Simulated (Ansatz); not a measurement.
The starting structures come from a database of crystals and need not be the phases stable at ambient conditions.

Inside the gap of an insulator the Bloch states are evanescent, with a wavenumber k + iκ along the transport direction.

Data:

```
Cs2HfI6
1.0
    8.34071     0.00000     0.00000
    0.00000     8.34071     0.00000
    4.17035    -4.17035     5.89777
Cs Hf I
2 1 6
Direct
  0.75000   0.75000   0.50000
  0.25000   0.25000   0.50000
  0.00000   0.00000   0.00000
  0.24109   0.75891   0.00000
  0.75891   0.24109   0.00000
  0.24109   0.24109   0.00000
  0.75891   0.75891   0.00000
  0.24109   0.75891   0.51782
  0.75891   0.24109   0.48218
```

Space group of this cell: Fm-3m. The cell is taken as given; by PBEsol its mean pressure is -0.7 GPa.

Transport runs along the normal of the first two printed cell vectors, the (001) plane of the conventional cell.

The gap is the functional's own, uncorrected, and κ follows it; spin-orbit coupling is left out. Mid-gap values are interpolated between the computed energies.

**Question.** Estimate the band gap and the smallest decay constant κ at mid-gap that PBEsol (Ansatz, a program for electronic structure) returns for this system.

**Answer.** Gap 2.12 eV on a 6×6×6 mesh; κ = 0.266 1/Å, at the zone centre.
